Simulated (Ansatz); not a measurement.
WSe2 under a change: uniaxial strain ε_xx = −3.00 %

Start from WSe$_{2}$ (space group P6_3/mmc, No. 194; a = 3.230 Å, c = 12.411 Å; layered, stacked along the Cartesian z axis). Axes: x lies along a and z along c of the hexagonal cell.

Modification: the cell is compressed by 3.00 % along x with no lateral relaxation; the atoms relax in the strained cell.

Computed with Ansatz (a first-principles code), PBEsol-D3(BJ), PAW, cutoff 420 eV, no spin-orbit coupling. Settings: 12×12×3 k-points, 0.05 eV Fermi–Dirac smearing.

The volume per atom drops by 0.561 Å³ to 18.13 Å³ and the energy goes up by 13 meV/atom. The pressure (mean of the normal stresses, compression positive) goes from zero to 3.22 GPa and the band gap drops by 0.028 eV, from 0.67 eV to 0.65 eV. The gap character is indirect, Γ → Σ₀–Γ (47 % along) and the electron mass comes out as 0.35 mₑ along x, 0.42 mₑ along y, 0.31 mₑ along z (off the special points). The hole mass changes from 1.5 mₑ along c, 0.60 mₑ across (at Γ) to 0.85 mₑ along x, 0.56 mₑ along y, 1.4 mₑ along z (at Γ) and the valence-band top at Γ (three highest levels, from the VBM) goes from 0.00, -0.78, -1.48 eV to 0.00, -0.78, -1.10 eV. The largest internal atomic displacement comes out as 0.021 Å and the stress (xx, yy, zz, yz, xz, xy; compression positive) amounts to (7.77, 1.19, 0.70, 0.00, 0.00, 0.00) GPa.

Final structure:

```yaml
crystal:
  lattice:
    - [3.13358, 0.00000, 0.00000]
    - [-1.56679, 2.79769, 0.00000]
    - [0.00000, 0.00000, 12.41108]
  atoms:
    - { symbol: W, position: [0.66659, 0.33318, 0.75000] }
    - { symbol: W, position: [0.33341, 0.66682, 0.25000] }
    - { symbol: Se, position: [0.66448, 0.32897, 0.38684] }
    - { symbol: Se, position: [0.33552, 0.67103, 0.88684] }
    - { symbol: Se, position: [0.33552, 0.67103, 0.61316] }
    - { symbol: Se, position: [0.66448, 0.32897, 0.11316] }
```

Spin-orbit coupling, missing from the scalar runs, can matter with W. Effective masses come from finite differences of ±0.01 Å⁻¹. No phonon test of stability was made. Labels are those of the standard path for the cell's own space group.
